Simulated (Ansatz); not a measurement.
The parent structure is PdCl$_{2}$ in the fluorite structure (space group Fm-3m, No. 225; a = 6.321 Å; ferromagnetic; a hypothetical phase, not in the database extracts checked; relaxed with 0.1 eV smearing). Axes: x, y, z lie along the cube axes.

All numbers come from PBE (Ansatz, a first-principles code; PAW; 420 eV plane waves; spin-orbit coupling left out).

Modification: uniaxial strain ε_yy = −4.22 %, all other strain components held at zero, atoms relaxed at fixed cell.

Task: Predict the stress tensor and what it implies for the stiffness.

Result: Stress of the strained cell less that of the base (GPa, compression positive):
```
    1.4     0.0     0.0
    0.0     5.5     0.0
    0.0     0.0     1.4
```

Then −Δσ_ii/ε with ε = -0.0422 gives secant stiffness values (nonlinear terms included at this strain): C22 ≈ 130 GPa, C12 ≈ 32 GPa and C23 ≈ 32 GPa.

As a check, the harmonic strain energy −½ V₀ Δσ:ε is 15 meV/atom; the computed energy rise is 15 meV/atom.

The magnetic state is the one reached from the starting moments; the real material's order can differ, and small cells can't hold many antiferromagnetic ones. Stability against distortions was not tested. No Hubbard U is applied, and correlation can decide whether such a compound is a metal.
